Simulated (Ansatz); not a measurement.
# A computed series for Ir: point defects

Take a 12-atom supercell of Ir in the fcc (Cu type) structure (space group Fm-3m, No. 225; a = 3.8444 Å) at its relaxed geometry as the base.

One neutral defect a cell, atoms relaxed at fixed cell.

Level of theory: r2SCAN/PAW in Ansatz (a quantum-chemistry and plane-wave program), no SOC.

```tsv
change	pressure	largest displacement of a host atom from its site in the perfect cell
perfect supercell	0.1 GPa	–
Ir interstitial (started 1.66 Å from the nearest host atom), symmetric start	78.1 GPa	1.07 Å
Ir interstitial (started 1.92 Å from the nearest host atom), symmetric start	79.0 GPa	0.32 Å
Co on a Ir site, symmetric start	-4.3 GPa	0.03 Å
Ru on a Ir site, symmetric start	-1.5 GPa	0.02 Å
```

The magnetic state is the one reached from the starting moments; the real material's order can differ, and small cells can't hold many antiferromagnetic ones. The cell is small, so the values are those of an ordered compound at a high defect concentration; dilute-limit values will differ. The defect started on the symmetric site and kept its symmetry, so it may sit on a saddle. Spin-polarised in the final run: Co on a Ir site; the other runs are not.
